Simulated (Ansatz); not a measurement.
Start from HfO2 (space group P4_2/nmc, No. 137; a = 3.568 Å, c = 5.167 Å).

Now apply this change: every Hf is replaced by Al, then cell and atoms are relaxed.

Levels (all Ansatz, a quantum-chemistry and plane-wave program, PAW, earlier PAW set): PBEsol (420 eV, no spin-orbit coupling); r2SCAN (500 eV, no spin-orbit coupling).

The geometry is relaxed with PBEsol.

* **PBEsol pressure**: 0.0 GPa

With r2SCAN at the same geometry, the pressure goes from zero to -0.8 GPa.

Single points use the geometry relaxed with PBEsol. Their cutoffs differ, which shifts pressures a little. Whether these cells are dynamically stable was not tested. As relaxed here, AlO2 is a hypothetical phase, not in the database extracts checked. The final runs are not spin-polarised. This is not the structure that HfO2 has at room temperature and ambient pressure.
